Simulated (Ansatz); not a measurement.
An ideal cubic perovskite cell is held by its symmetry; such compounds can tilt or shift off centre at room temperature. The starting structures come from a database of crystals and need not be the phases stable at ambient conditions.

 Where the default PAW files enter, the runs use the earlier of Ansatz's two default sets.

# Evanescent states of RbCdF₃ (Pm-3m, cubic perovskite, not sure to be the ambient phase, 5 atoms a cell, 17.3 Å³ an atom) along the normal of (110)

Level of theory: PBEsol (plane waves, PAW; Ansatz, a program for electronic structure).

The gap is the functional's own, uncorrected, and κ follows it; spin-orbit coupling is left out. Mid-gap values are interpolated between the computed energies.

Energies count from the valence-band top; κ is the least over a 8×6 mesh across the current.

| E (eV) | κ (1/Å) | where |
|---|---|---|
| 0.07 | 0.110 | off Γ |
| 0.23 | 0.187 | off Γ |
| 0.38 | 0.237 | off Γ |
| 0.53 | 0.277 | off Γ |
| 0.68 | 0.309 | off Γ |
| 0.82 | 0.337 | off Γ |
| 0.97 | 0.361 | off Γ |
| 1.12 | 0.382 | Γ |
| 1.27 | 0.373 | Γ |
| 1.43 | 0.363 | Γ |
| 1.57 | 0.352 | Γ |
| 1.73 | 0.339 | Γ |
| 1.88 | 0.324 | Γ |
| 2.02 | 0.307 | Γ |
| 2.17 | 0.288 | Γ |
| 2.33 | 0.265 | Γ |
| 2.48 | 0.239 | Γ |
| 2.62 | 0.208 | Γ |
| 2.77 | 0.168 | Γ |
| 2.92 | 0.113 | Γ |

Q: How thick must the barrier be to attenuate the transmission by 10^8 when the electrodes' Fermi level lies at 0.07 eV, and what attenuation does that film give at 0.68 eV?

A: d = 8 ln 10 / (2 × 0.110) = 83.7 Å. At 0.68 eV it gives 8 × 0.309/0.110 = 22.5 decades.
